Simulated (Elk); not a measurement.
Band structure of YbIr₂ (Fd-3m, 6 atoms in the cell).

```xyz
6
Lattice="0.0000 3.7684 3.7684 3.7684 0.0000 3.7684 3.7684 3.7684 0.0000" Properties=species:S:1:pos:R:3 pbc="T T T"
Yb     0.0000     0.0000     0.0000
Yb     1.8842     1.8842     1.8842
Ir     4.7105     2.8263     2.8263
Ir     2.8263     2.8263     4.7105
Ir     2.8263     4.7105     2.8263
Ir     4.7105     4.7105     4.7105
```

Level of theory: PBEsol, all-electron FP-LAPW, Elk's shipped species files, default APW+lo basis run with Elk.

Settings: xctype = 22; rgkmax = 7; stype = 0; swidth = 0.00183747 Ha; ngridk = 8 8 8.

The starting cell comes from a database of computed structures (which also holds hypothetical and non-ambient phases and stackings), without a prior relaxation at this level. Spin-orbit coupling is off. Spin polarisation is off. Values depend on the basis (sphere radii, cutoffs, local orbitals), which need not be converged.

Levels in eV from the Fermi level, bands 79 to 86:
```tsv
point	79	80	81	82	83	84	85	86
Γ	-0.05	-0.05	0.30	0.30	0.64	0.64	0.64	1.22
X	-0.24	-0.24	-0.22	-0.22	-0.13	-0.13	1.14	1.14
W	-0.21	-0.21	-0.17	-0.17	0.25	0.25	1.19	1.19
K	-0.20	-0.20	-0.16	-0.15	-0.03	0.21	1.01	1.55
L	-0.23	-0.21	-0.01	0.04	0.04	1.57	2.12	2.12
U	-0.20	-0.20	-0.16	-0.15	-0.03	0.21	1.01	1.55
```

Bands cross the Fermi level along this path, so the cell is metallic at this level.
